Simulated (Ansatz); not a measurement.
The starting structures come from a database of crystals and need not be the phases stable at ambient conditions.

Input:

```yaml
crystal:
  lattice:
    - [4.73753, 0.00000, 0.00000]
    - [0.00000, 7.83341, 0.00000]
    - [0.00000, 0.00000, 11.39591]
  atoms:
    - { symbol: Sr, position: [0.75000, 0.86863, 0.83164] }
    - { symbol: Sr, position: [0.25000, 0.13137, 0.16836] }
    - { symbol: Sr, position: [0.25000, 0.36863, 0.66836] }
    - { symbol: Sr, position: [0.75000, 0.63137, 0.33164] }
    - { symbol: Br, position: [0.25000, 0.37791, 0.39118] }
    - { symbol: Br, position: [0.75000, 0.62209, 0.60882] }
    - { symbol: Br, position: [0.75000, 0.87791, 0.10882] }
    - { symbol: Br, position: [0.25000, 0.12209, 0.89118] }
    - { symbol: Br, position: [0.75000, 0.37490, 0.12597] }
    - { symbol: Br, position: [0.25000, 0.62510, 0.87403] }
    - { symbol: Br, position: [0.25000, 0.87490, 0.37403] }
    - { symbol: Br, position: [0.75000, 0.12510, 0.62597] }
```

Space group of this cell: Pnma. The cell is taken as given.

Transport runs along the normal of the first two printed cell vectors.

No gap correction and no spin-orbit coupling; mid-gap values are interpolated between computed energies.

Q: State the band gap and the smallest decay constant κ at mid-gap according to r2SCAN in Ansatz (a first-principles code).

A: Gap 5.16 eV on a 6×4×4 mesh; κ = 0.355 1/Å, at the zone centre.
